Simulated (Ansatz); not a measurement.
## Tm in the hcp (Mg type) structure (space group P6_3/mmc, No. 194; ferromagnetic)

```xyz
2
Lattice="3.6679 0.0000 0.0000 -1.8339 3.1765 0.0000 0.0000 0.0000 5.9684" Properties=species:S:1:pos:R:3 pbc="T T T"
Tm     0.0000     2.1176     4.4763
Tm     1.8339     1.0588     1.4921
```

Computed with plane-wave PAW DFT at the PBE level (Ansatz, a quantum-chemistry and plane-wave program, 420 eV), scalar-relativistic without spin-orbit coupling, earlier PAW set. Γ-centred 15×15×8 mesh, Fermi–Dirac width 0.05 eV.

```yaml
volume_per_atom: 34.77 Å³
density: 8.07 g/cm³
magnetic_state: ferromagnetic
total_energy: -12912.377 eV/atom (σ→0; compares only within this code and set-up)
```

Other magnetic orders, which the real material may have, were not ruled out. Open 4f shells without U are poorly described, and the f state was not checked. Whether these cells are dynamically stable was not tested.
